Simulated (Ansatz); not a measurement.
WP (model structure, started from the CsCl type, Pm-3m, No. 221, 2 atoms in the cell) was calculated with LDA in Ansatz (plane waves, PAW).

Numerical settings: plane-wave cutoff 520 eV, 18×18×18 k mesh, Fermi–Dirac smearing 0.05 eV, no spin polarisation, scalar-relativistic PAW data made under PBE.

Cell (relaxed at this level):

Space group Pm-3m (No. 221); a = b = c = 2.9706 Å, α = β = γ = 90.00°

| atom | site | symmetry | x | y | z |
|---|---|---|---|---|---|
| W | 1a | m-3m | 0.0000 | 0.0000 | 0.0000 |
| P | 1b | m-3m | 0.5000 | 0.5000 | 0.5000 |

**Question.** Give the computed bulk modulus B0.

**Answer.** 
bulk modulus B0: 288 GPa

Note: the run has no spin polarisation, so it can have missed a magnetic state; the bulk modulus is −V dP/dV from two relaxed cells at ±2 % in volume; the relaxation could raise the start's symmetry but not lower it, so the cell can be a saddle point.

Spin–orbit coupling is not included; it can open a gap where bands touch, and shift volumes and moduli.

Computed values are for the static lattice.

It cost roughly 40 core-seconds of CPU time.

A model structure was made by putting elements into a prototype or built by hand; it is no filed structure, need not be a known phase, and can be a saddle point held by its symmetry.

Ansatz is a program for electronic structure.
